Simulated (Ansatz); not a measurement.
Ag (model structure, started from the diamond type, Fd-3m, No. 227, 2 atoms in the cell), treated with LDA (Ansatz, a quantum-chemistry and plane-wave program, PAW).

The input as run:

Ansatz 0.2 input:
```yaml
crystal:
  lattice:
    - [0.0, 2.9452370091, 2.9452370091]
    - [2.9452370091, 0.0, 2.9452370091]
    - [2.9452370091, 2.9452370091, 0.0]
  atoms:
    - { symbol: Ag, position: [0.25, 0.25, 0.25] }
    - { symbol: Ag, position: [0.0, 0.0, 0.0] }
basis:
  ecutwfc: 520
  ecutrho_ratio: 4
  xc_grid: 2
kpoints:
  mp_grid: { grid: [16, 16, 16] }
hamiltonian:
  xc: lda
  dispersion: none
  pseudopotentials: { kind: paw }
scf:
  occupations: { method: fermi_dirac, width: 0.05 }
output:
  forces: true
  stress: true
  eigenvalues: true
relax:
  f_tol: 0.004
  escape_saddle: false
  max_steps: 80
```

From the output:

```
WARN output.stress: scf.convergence.dr2_threshold = 1e-7 eV (the SCF's general default) is looser than the 2e-10 eV advised for a printed stress (1e-10 eV for …
Relaxation: its limit of steps is 80 (relax.max_steps)
Crystal: 2 atoms, lattice volume = 51.096 Å³
Basis set: ecut = 520 eV, 1363 PW (Γ), exchange–correlation on 64×64×64 points (8 copies of the dense FFT grid, shifted against one another)
Bands: 23, of which v1, the nominal top of the filled ones, is band 19 counted from 1 (18 counted from 0)
Symmetry: 48 space group operations
Space group: Fd-3m (ITA 227), of the structure as read, at distance tolerance 3.7e-5 Å
k-points: 145 of 4096
Functional: x = slater, c = lda
SCF iter   1: F=—  HF=-14914.196864 eV  |F-HF|=—  |Δ(HF+E_count)|=         —  Δρ=1.03e-2  dr2=4.85e-2
SCF iter   2: F=—  HF=-14914.184798 eV  |F-HF|=—  |Δ(HF+E_count)|=   1.21e-2  Δρ=3.03e-3  dr2=2.72e-3
  ...
SCF iter   5: F=—  HF=-14914.183843 eV  |F-HF|=—  |Δ(HF+E_count)|=   2.05e-6  Δρ=8.68e-6  dr2=2.44e-8
SCF iter   6: F=-14914.183843 eV  HF=-14914.183843 eV  |F-HF|=2.69e-10  |Δ(HF+E_count)|=   4.91e-9  Δρ=1.46e-6  dr2=6.13e-10
SCF 1 converged in 6 iterations: F = -14914.183843 eV  dr2 = 6.13e-10
relax step   1: F+E_penalty+E_count = -14914.18384288 eV  Δ(F+E_penalty+E_count) = +0.000e0 eV  max|allowed force component| = 6.939e-18 eV/Å  Δτ_max = 0.0000 Å  (6 SCF iters, accepted)
SCF converged after 6 iterations
Free energy (F): -14914.183843 eV
Internal energy: -14914.179316 eV  (E = F + TS)
E sigma→0 (E₀):  -14914.181580 eV
Fermi energy:    9.442609 eV
--- Forces (eV/Å), atoms counted from 1 ---
  atom   1  Ag     0.00000000     0.00000000     0.00000000
  atom   2  Ag     0.00000000    -0.00000000    -0.00000000
--- Stress (GPa, compression-positive) ---
        1.115091      -0.000000      -0.000000
        0.000000       1.115091       0.000000
        0.000000       0.000000       1.115091
  P = ⅓ Tr σ = 1.1151 GPa (11.151 kbar)
```

The cell is one volume of an energy–volume scan, off the minimum.

The PAW data were made under PBE.

Note: the relaxation could raise the start's symmetry but not lower it, so the cell can be a saddle point.

A model structure was made by putting elements into a prototype or built by hand; it is no filed structure, need not be a known phase, and can be a saddle point held by its symmetry.
